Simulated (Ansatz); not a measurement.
Consider ZnGeP2 in the chalcopyrite structure (space group I-42d, No. 122; a = 5.3740 Å, c = 10.6255 Å).

The values are results of Ansatz (a quantum-chemistry and plane-wave program) LDA, without spin-orbit coupling, not measurements.

Before the change:

- Hole mass = 0.099 mₑ along c, 0.32 mₑ across (at Γ)
- Band gap = 1.00 eV
- Width of the top valence band = 1.56 eV
- Gap character = indirect, Γ → M–S (33 % along)

Modification: every lattice vector is stretched by 3.00 %; the atoms relax in the strained cell.

Task: What does the calculation give for the electron mass after the change?

Result: The electron mass is 0.066 mₑ along c, 0.071 mₑ across (at Γ).

Task: Estimate the effect on the hole mass.

Result: The hole mass goes from 0.099 mₑ along c, 0.32 mₑ across (at Γ) to 0.064 mₑ along c, 0.38 mₑ across (at Γ).

Task: Predict the new band gap.

Result: The band gap drops by 0.168 eV (1.00 eV → 0.84 eV).

Task: Predict the new width of the top valence band.

Result: The width of the top valence band shrinks by 0.21 eV, from 1.56 eV to 1.35 eV.

Task: What happens to the gap character?

Result: The gap character changes from indirect, Γ → M–S (33 % along) to direct at Γ.

Effective masses come from finite differences of ±0.01 Å⁻¹. Gaps are Kohn–Sham eigenvalue differences; semilocal functionals usually give less than the measured gap. Whether these cells are dynamically stable was not tested.
